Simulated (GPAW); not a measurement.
Band structure of FeGe (P2_13, 8 atoms in the cell).

```
CELL_PARAMETERS angstrom
      4.72194     0.00000     0.00000
      0.00000     4.72194     0.00000
      0.00000     0.00000     4.72194
ATOMIC_POSITIONS crystal
  Fe 0.13476 0.13476 0.13476
  Fe 0.36524 0.86524 0.63476
  Fe 0.63476 0.36524 0.86524
  Fe 0.86524 0.63476 0.36524
  Ge 0.84497 0.84497 0.84497
  Ge 0.65503 0.15503 0.34497
  Ge 0.34497 0.65503 0.15503
  Ge 0.15503 0.34497 0.65503
```
Moments meant for the start (each program seeds them in its own way; μB, in the order of the atoms Fe Fe Fe Fe Ge Ge Ge Ge): 4.0 4.0 4.0 4.0 0.0 0.0 0.0 0.0.

Method of the run: PBE, GPAW PAW datasets PBE (gpaw-data 1.0.1) (plane waves; GPAW).

Settings: spinpol = true; mode = pw; ecut = 800 eV; xc = PBE; kpts = 3 3 3; mesh shift (steps) = 0 0 0; occupations.name = fermi-dirac; occupations.width = 0.1 eV; nbands = -12; symmetry.symmorphic = false; symmetry.tolerance = 0.0005; maxiter = 100; bandpath_npoints = 40.

The starting cell comes from a database of computed structures (which also holds hypothetical and non-ambient phases and stackings), without a prior relaxation at this level. Its lattice was rescaled by a random factor within 2.5 % of one. The magnetic order is the one reached from the typed start; others were not searched systematically.

Levels in eV from the Fermi level, bands 23 to 30 of the first spin channel:
| point | 23 | 24 | 25 | 26 | 27 | 28 | 29 | 30 |
|---|---|---|---|---|---|---|---|---|
| Γ | -0.91 | -0.91 | -0.42 | -0.42 | -0.42 | 1.60 | 1.60 | 1.60 |
| X | -0.83 | -0.83 | -0.66 | -0.66 | 0.69 | 0.69 | 0.76 | 0.76 |
| M | -1.10 | -1.10 | -0.21 | -0.21 | 0.06 | 0.06 | 1.28 | 1.28 |
| R | -1.15 | -1.15 | -0.50 | -0.50 | -0.50 | -0.50 | 4.09 | 4.09 |

Bands cross the Fermi level along this path, so the cell is metallic at this level.

The net moment of the cell came out as 4.53 μB.
